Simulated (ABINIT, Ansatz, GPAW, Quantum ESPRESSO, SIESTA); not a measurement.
# One structure in several programs: SrAs2Ru2 (I4/mmm, 5 atoms in the cell)

Self-consistent single point.

```xyz
5
Lattice="-2.0874 2.0874 5.7005 2.0874 -2.0874 5.7005 2.0874 2.0874 -5.7005" Properties=species:S:1:pos:R:3 pbc="T T T"
Sr     0.0000     0.0000     0.0000
As     0.0000     0.0000     7.3333
As     0.0000     0.0000     4.0676
Ru     2.0874     0.0000     2.8502
Ru     0.0000     2.0874     2.8502
```

Shared settings, as Ansatz (a quantum-chemistry and plane-wave program) writes them: kpoints.mp_grid.grid = 5 5 5; scf.occupations.method = gaussian; scf.occupations.width = 0.05 eV. Potentials and cutoffs stand in the table.

```json
[
 {"code": "GPAW", "model": "LDA (Perdew-Wang 92), GPAW PAW datasets LDA (gpaw-data 1.0.1)", "pressure (GPa)": "-5.20", "largest force (eV/Å)": "0.079", "cutoff": "550 eV"},
 {"code": "Ansatz", "model": "LDA (PW92), PAW files made with PBE", "pressure (GPa)": "-5.55", "largest force (eV/Å)": "0.124", "cutoff": "default"},
 {"code": "Quantum ESPRESSO", "model": "LDA (PZ), GBRV 1.5 ultrasoft (LDA) pseudopotentials", "pressure (GPa)": "-4.70", "largest force (eV/Å)": "0.011", "cutoff": "40 Ry"},
 {"code": "SIESTA", "model": "LDA PW92, numerical atomic orbitals DZP, PseudoDojo LDA standard norm-conserving potentials (rewritten from UPF to PSML)", "pressure (GPa)": "1.60", "largest force (eV/Å)": "0.836", "cutoff": "grid 350 Ry"},
 {"code": "ABINIT", "model": "LDA (PW92), norm-conserving pseudopotentials (PseudoDojo nc-sr-04 LDA standard)", "pressure (GPa)": "-5.34", "largest force (eV/Å)": "0.095", "cutoff": "44 Ha"}
]
```

On Ansatz's run: spin polarisation is off.

The spread over the programs that give each value: pressure within 7.15 GPa; largest force within 0.825 eV/Å.

SIESTA uses small atom-centred bases, whose incompleteness enters pressures, forces and empty levels differently from a plane-wave cutoff. Ansatz's pressure is given at a fixed set of plane waves, as the other plane-wave codes print theirs; with its correction for the finite basis it is -5.46 GPa. The same LDA comes in different parametrisations, which differ slightly. In the pressure, SIESTA (by 6.87) lies more than 1 GPa from the median of the plane-wave programs. In the force vectors, Quantum ESPRESSO (by 0.098) and SIESTA (by 0.923) lie more than 0.08 eV/Å from the median of the plane-wave programs.

On the base mesh (6 6 6) the same programs gave: Ansatz pressure -5.63 GPa; Quantum ESPRESSO pressure -4.78 GPa; ABINIT pressure -5.42 GPa; GPAW pressure -5.28 GPa; SIESTA pressure 1.51 GPa.

The starting cell comes from a database of computed structures (which also holds hypothetical and non-ambient phases and stackings), without a prior relaxation at this level.

Left out of this page: CP2K (on another mesh); Elk (not drawn, or without a comparable value).

Keys are those of Ansatz 0.2.
